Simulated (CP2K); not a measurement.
CP2K run on PtAu (R-3m, 2 atoms in the cell): self-consistent single point.

Computed with PBEsol, GPW, TZVP-MOLOPT-SR-GTH basis, GTH-PBE potentials (GTH_POTENTIALS) (CP2K).

```
PtAu
1.0
    5.02438     0.00000     0.00000
    4.23339     2.70607     0.00000
    4.23339     1.23743     2.40657
Pt Au
1 1
Cartesian
  6.74558   1.97175   1.20328
  0.00000   0.00000   0.00000
```

Reference input (self-consistent single point, DFT LDA (Pade form), GPW, TZVP-MOLOPT-SR-GTH basis, GTH-PADE potentials (GTH_POTENTIALS)): CUTOFF = 500 Ry; REL_CUTOFF = 50 Ry; SMEAR/METHOD = FERMI_DIRAC; ELECTRONIC_TEMPERATURE = 580.23 K; KPOINTS/SCHEME = MONKHORST-PACK 11 11 11; XC_FUNCTIONAL = PADE; Pt/BASIS_SET = TZVP-MOLOPT-SR-GTH-q18; Pt/POTENTIAL = GTH-PADE-q18; Au/BASIS_SET = TZVP-MOLOPT-SR-GTH-q11; Au/POTENTIAL = GTH-PADE-q11; METHOD = GPW; EPS_DEFAULT = 1e-10. This run's input differs from it in these lines:

```diff
@@ -42,3 +42,6 @@
     &XC
-      &XC_FUNCTIONAL PADE
+      &XC_FUNCTIONAL
+        &PBE
+          PARAMETRIZATION PBESOL
+        &END PBE
       &END XC_FUNCTIONAL
@@ -74,3 +77,3 @@
       BASIS_SET TZVP-MOLOPT-SR-GTH-q18
-      POTENTIAL GTH-PADE-q18
+      POTENTIAL GTH-PBE-q18
     &END KIND
@@ -78,3 +81,3 @@
       BASIS_SET TZVP-MOLOPT-SR-GTH-q11
-      POTENTIAL GTH-PADE-q11
+      POTENTIAL GTH-PBE-q11
     &END KIND
```

The program printed (abridged):

```
 SCF WAVEFUNCTION OPTIMIZATION

  Step     Update method      Time    Convergence         Total energy    Change
     1 NoMix/Diag. 0.20E+00      -     2.02595772      -153.5038569995 -1.54E+02
     2 Broy./Diag. 0.20E+00      -     0.06619552      -155.2569348435 -1.75E+00
     3 Broy./Diag. 0.20E+00      -     0.09775936      -154.2045328368  1.05E+00
     4 Broy./Diag. 0.20E+00      -     0.01570688      -153.3263935403  8.78E-01
     5 Broy./Diag. 0.20E+00      -     0.01754041      -153.2422425929  8.42E-02
     6 Broy./Diag. 0.20E+00      -     0.00182923      -153.2792986380 -3.71E-02
   [... 5 lines left out ...]
    12 Broy./Diag. 0.20E+00      -     0.00000896      -153.2745298509  3.01E-05
    13 Broy./Diag. 0.20E+00      -     0.00000012      -153.2745288126  1.04E-06
    14 Broy./Diag. 0.20E+00      -     0.00000050      -153.2745307856 -1.97E-06
    15 Broy./Diag. 0.20E+00      -     8.6860E-09      -153.2745305454  2.40E-07
  *** SCF run converged in    15 steps ***

  Overlap energy of the core charge distribution:               0.00000001209618
  Self energy of the core charge distribution:               -240.65076372140402
  Core Hamiltonian energy:                                     58.90888575768704
  Hartree energy:                                              45.26231378297565
  Exchange-correlation energy:                                -16.79446253769154
  Electronic entropic energy:                                  -0.00050383908941
  Fermi energy:                                                 0.45042037526568

  Total energy:                                              -153.27453054542204
  Total energy (extrapolated to T->0):                       -153.27427862587734

                     Mulliken Population Analysis

   [... lines left out ...]

 STRESS| Analytical stress tensor [bar]
 STRESS|                        x                   y                   z
 STRESS|      x       -2.89693366223E+04  -7.79221540408E+03  -4.75669241119E+03
 STRESS|      y       -7.79221540408E+03  -4.58514790690E+03  -1.38944586174E+03
 STRESS|      z       -4.75669241119E+03  -1.38944586174E+03  -3.15816298184E+03
 STRESS| 1/3 Trace                                            -1.22375491703E+04
```

The run converged in 15 iterations. Against the reference run the pressure goes from -11.54 to -1.22 GPa.

The starting cell comes from a database of computed structures (which also holds hypothetical and non-ambient phases and stackings), without a prior relaxation at this level. Spin polarisation is off. Values carry the incompleteness of an atom-centred basis. The potentials were made for another functional than the one used.

Cost on one core of a shared machine: roughly 2 min.
